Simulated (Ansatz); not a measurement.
Take AlAs in the wurtzite structure (space group P6_3mc, No. 186; a = 4.003 Å, c = 6.581 Å; a model cell, its experimental status unchecked) as the base. Axes: x lies along a and z along c of the hexagonal cell.

One thing is altered: biaxial strain +4.29 %, plane normal [001], relaxed out of plane (Cartesian); in-plane vectors clamped, the third vector and the atoms free.

Levels (all Ansatz, a first-principles code, PAW): PBEsol (420 eV, without spin-orbit coupling); PBEsol+SOC (420 eV, noncollinear with spin-orbit coupling).

The geometry is relaxed with PBEsol.

| Quantity | Value |
|---|---|
| PBEsol band gap | 0.78 eV |
| PBEsol valence-band top at Γ | 0.00, -0.26, -0.26 eV |
| PBEsol hole mass | 0.075 mₑ out of plane, 0.92 mₑ in plane (at Γ) |
| PBEsol width of the top valence band | 2.36 eV |

With PBEsol+SOC at the same geometry, the band gap decreases by 0.05 eV, from 0.78 eV to 0.73 eV; the valence-band top at Γ (three highest Kramers pairs, from the VBM) becomes 0.00, -0.21, -0.46 eV (PBEsol: 0.00, -0.26, -0.26 eV); the hole mass becomes 0.080 mₑ out of plane, 0.56 mₑ in plane (at Γ) (PBEsol: 0.075 mₑ out of plane, 0.92 mₑ in plane (at Γ)); the width of the top valence band increases by 0.024 eV, from 2.36 eV to 2.39 eV.

Single points use the geometry relaxed with PBEsol. Differences between runs with and without spin-orbit coupling are approximate. Effective masses come from finite differences of ±0.01 Å⁻¹. Whether these cells are dynamically stable was not tested. This is not the structure that AlAs has at room temperature and ambient pressure.
